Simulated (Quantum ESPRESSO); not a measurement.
**Parameter sweep on SnS₂O₄ (P2_1/c, 28 atoms in the cell)**

```yaml
crystal:
  lattice:
    - [7.47975, 0.00000, 0.00000]
    - [0.00000, 7.80510, 0.00000]
    - [-5.66813, 0.00000, 9.80255]
  atoms:
    - { symbol: Sn, position: [0.59520, 0.74185, 0.41609] }
    - { symbol: Sn, position: [0.40480, 0.25815, 0.58391] }
    - { symbol: Sn, position: [0.40480, 0.24185, 0.08391] }
    - { symbol: Sn, position: [0.59520, 0.75815, 0.91609] }
    - { symbol: S, position: [0.12168, 0.51727, 0.28727] }
    - { symbol: S, position: [0.87832, 0.48273, 0.71273] }
    - { symbol: S, position: [0.87832, 0.01727, 0.21273] }
    - { symbol: S, position: [0.12168, 0.98273, 0.78727] }
    - { symbol: S, position: [0.19142, 0.68063, 0.49080] }
    - { symbol: S, position: [0.80858, 0.31937, 0.50920] }
    - { symbol: S, position: [0.80858, 0.18063, 0.00920] }
    - { symbol: S, position: [0.19142, 0.81937, 0.99080] }
    - { symbol: O, position: [0.19229, 0.34226, 0.35937] }
    - { symbol: O, position: [0.80771, 0.65774, 0.64063] }
    - { symbol: O, position: [0.80771, 0.84226, 0.14063] }
    - { symbol: O, position: [0.19229, 0.15774, 0.85937] }
    - { symbol: O, position: [0.27123, 0.52768, 0.58999] }
    - { symbol: O, position: [0.72877, 0.47232, 0.41001] }
    - { symbol: O, position: [0.72877, 0.02768, 0.91001] }
    - { symbol: O, position: [0.27123, 0.97232, 0.08999] }
    - { symbol: O, position: [0.29382, 0.60110, 0.26996] }
    - { symbol: O, position: [0.70618, 0.39890, 0.73004] }
    - { symbol: O, position: [0.70618, 0.10110, 0.23004] }
    - { symbol: O, position: [0.29382, 0.89890, 0.76996] }
    - { symbol: O, position: [0.37141, 0.71366, 0.99896] }
    - { symbol: O, position: [0.62859, 0.28634, 0.00104] }
    - { symbol: O, position: [0.62859, 0.21366, 0.50104] }
    - { symbol: O, position: [0.37141, 0.78634, 0.49896] }
```

Base run A: LDA (PZ), GBRV 1.5 ultrasoft (LDA) pseudopotentials in Quantum ESPRESSO, self-consistent single point.

Its settings: ecutwfc = 40 Ry; ecutrho = 200 Ry; occupations = smearing; smearing = gauss; degauss = 0.000734986 Ry; potentials = {Sn: sn_lda_v1.4.uspp.F.UPF, S: s_lda_v1.4.uspp.F.UPF, O: o_lda_v1.2.uspp.F.UPF}; K_POINTS = automatic 2 2 2 0 0 0; conv_thr = 1e-10 Ry.

The starting cell comes from a database of computed structures (which also holds hypothetical and non-ambient phases and stackings), without a prior relaxation at this level. Its lattice was rescaled by a random factor within 2.5 % of one. In the base run, with a pressure of about -5 GPa the cell is away from its equilibrium volume at this level.

ΔF is the free energy per atom less that of run A. 

```tsv
run	K_POINTS	ΔF (meV/atom)	pressure (GPa)	largest force (eV/Å)	gap on the mesh (eV)	k-points
A	automatic 2 2 2 0 0 0	0.00	-5.41	0.997	2.650	8
B	automatic 2 2 1 1 1 1	-1.37	-5.45	0.989	2.813	1
C	automatic 2 2 2 1 1 1	-1.08	-5.44	0.991	2.761	2
D	automatic 3 2 2 1 1 1	-0.60	-5.43	0.993	2.714	3
E	automatic 3 3 2 1 1 1	-0.57	-5.43	0.994	2.707	6
F	automatic 2 2 2 0 0 1	0.00	-5.41	0.997	2.644	4
```

Run C against A: The free energy drops by 1.1 meV/atom, the pressure moves little (-5.41 to -5.44 GPa), the largest force hardly changes (0.997 to 0.991 eV/Å) and the gap on the mesh goes from 2.650 to 2.761 eV.

Run D against A: The free energy hardly moves (within 1 meV/atom), the pressure moves little (-5.41 to -5.43 GPa), the largest force moves little (0.997 to 0.993 eV/Å) and the gap on the mesh goes from 2.650 to 2.714 eV.

Run B against A: The free energy falls by 1.4 meV/atom, the pressure hardly changes (-5.41 to -5.45 GPa), the largest force moves little (0.997 to 0.989 eV/Å) and the gap on the mesh goes from 2.650 to 2.813 eV.
